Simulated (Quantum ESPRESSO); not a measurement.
Quantum ESPRESSO run on LaCO (C2/m, 6 atoms in the cell): self-consistent single point.

Method of the run: LDA (PZ), GBRV 1.5 ultrasoft (LDA) pseudopotentials (plane waves; Quantum ESPRESSO 7.5).

```xyz
6
Lattice="3.5456 -2.0056 0.0000 3.5456 2.0056 0.0000 -0.6803 0.0000 7.3358" Properties=species:S:1:pos:R:3 pbc="T T T"
La     2.0449     0.0000     2.1454
La     4.3660     0.0000     5.1904
C     -0.3521     0.0000     6.7979
C      6.7629     0.0000     0.5379
O      4.3700     0.0000     2.7825
O      2.0409     0.0000     4.5533
```

Reference input (self-consistent single point, DFT, PBEsol, plane waves, GBRV 1.5 ultrasoft (PBESOL) pseudopotentials): ecutwfc = 40 Ry; ecutrho = 200 Ry; occupations = smearing; smearing = fd; degauss = 0.0036749 Ry; potentials = {La: la_pbesol_v1.uspp.F.UPF, C: c_pbesol_v1.2.uspp.F.UPF, O: o_pbesol_v1.2.uspp.F.UPF}; K_POINTS = automatic 7 7 4 0 0 0; conv_thr = 1e-09 Ry; mixing_beta = 0.5. This run's input differs from it in these lines:

```diff
@@ -23,5 +23,5 @@
 ATOMIC_SPECIES
-La   138.9055  la_pbesol_v1.uspp.F.UPF
-C     12.0110  c_pbesol_v1.2.uspp.F.UPF
-O     15.9990  o_pbesol_v1.2.uspp.F.UPF
+La   138.9055  la_lda_v1.uspp.F.UPF
+C     12.0110  c_lda_v1.2.uspp.F.UPF
+O     15.9990  o_lda_v1.2.uspp.F.UPF
 ATOMIC_POSITIONS {bohr}
```

Output (repeated stretches shortened):

```
     Self-consistent Calculation

     iteration #  1     ecut=    40.00 Ry     beta= 0.50

     negative rho (up, down):  1.657E-01 0.000E+00

     total energy              =    -291.92739023 Ry
     estimated scf accuracy    <       1.82634687 Ry

     iteration #  2     ecut=    40.00 Ry     beta= 0.50

     negative rho (up, down):  1.377E-01 0.000E+00

     total energy              =    -292.24253013 Ry
     estimated scf accuracy    <       1.63392312 Ry

     iteration #  3     ecut=    40.00 Ry     beta= 0.50

     negative rho (up, down):  1.277E-01 0.000E+00

     total energy              =    -292.56254668 Ry
     estimated scf accuracy    <       0.03741493 Ry

   [... 9 blocks of this kind left out ...]

     iteration # 13     ecut=    40.00 Ry     beta= 0.50

     negative rho (up, down):  1.298E-01 0.000E+00

     total energy              =    -292.58586629 Ry
     estimated scf accuracy    <          5.1E-09 Ry

     iteration # 14     ecut=    40.00 Ry     beta= 0.50

     negative rho (up, down):  1.298E-01 0.000E+00
     End of self-consistent calculation

     the Fermi energy is     8.8221 ev

!    total energy              =    -292.58586629 Ry
     estimated scf accuracy    <          1.7E-10 Ry
     smearing contrib. (-TS)   =      -0.00000000 Ry
     internal energy E=F+TS    =    -292.58586629 Ry

     convergence has been achieved in  14 iterations

     negative rho (up, down):  1.298E-01 0.000E+00

     Forces acting on atoms (cartesian axes, Ry/au):

     atom    1 type  1   force =    -0.00022126    0.00000000    0.01030972
     atom    2 type  1   force =     0.00022126    0.00000000   -0.01030972
     atom    3 type  2   force =    -0.00934550    0.00000000    0.01044400
     atom    4 type  2   force =     0.00934550    0.00000000   -0.01044400
     atom    5 type  3   force =     0.00025643    0.00000000    0.00209219
   [... lines left out ...]
     Total force =     0.024787     Total SCF correction =     0.000021
   [... lines left out ...]

     negative rho (up, down):  1.298E-01 0.000E+00
          total   stress  (Ry/bohr**3)                   (kbar)     P=      -61.97
  -0.00042765   0.00000000   0.00002313          -62.91        0.00        3.40
   0.00000000  -0.00039647   0.00000000            0.00      -58.32        0.00
   0.00002313   0.00000000  -0.00043971            3.40        0.00      -64.68

   JOB DONE.
```

The run converged in 14 iterations. Against the reference run the pressure goes from -3.34 to -6.20 GPa, the largest force goes from 0.227 to 0.360 eV/Å and the gap on the mesh goes from 2.959 to 2.943 eV.

The starting cell comes from a database of computed structures (which also holds hypothetical and non-ambient phases and stackings), without a prior relaxation at this level. With a pressure of about -6 GPa the cell is away from its equilibrium volume at this level.

Cost on one core of a shared machine: roughly 3 min.
